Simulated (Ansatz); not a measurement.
**What pressure 50 GPa does to BeSe**

Consider BeSe in the zinc blende structure (space group F-43m, No. 216; a = 5.1777 Å).

The change: a hydrostatic pressure of 50 GPa.

All numbers come from PBE (Ansatz, a quantum-chemistry and plane-wave program), spin-orbit coupling left out. Settings: 11×11×11 k-points, 0.05 eV Fermi–Dirac smearing.

| quantity | base | changed | shift |
|---|---|---|---|
| volume per atom | 17.35 Å³ | 12.31 Å³ | -5.04 Å³ |
| density | 4.21 g/cm³ | 5.94 g/cm³ | +1.73 g/cm³ |
| band gap | 2.67 eV | 1.70 eV | -0.97 eV |
| gap character | indirect, Γ → X | indirect, Γ → X | – |
| smallest direct gap | 4.22 eV | 4.78 eV | +0.56 eV |
| width of the top valence band | 3.20 eV | 5.20 eV | +2.00 eV |
| electron mass | 0.90 mₑ along k, 0.27 mₑ across (at X) | 0.77 mₑ along k, 0.22 mₑ across (at X) | – |
| hole mass (degenerate bands, along [100]) | 0.24, 0.48, 0.48 mₑ (at Γ) | 0.28, 0.30, 0.30 mₑ (at Γ) | – |

Load acts through the strain it causes; cell and atoms are relaxed under it. Effective masses come from finite differences of ±0.01 Å⁻¹. Along k means along the line from Γ to the band edge. No phonon test of stability was made. No other phases were tried under pressure.
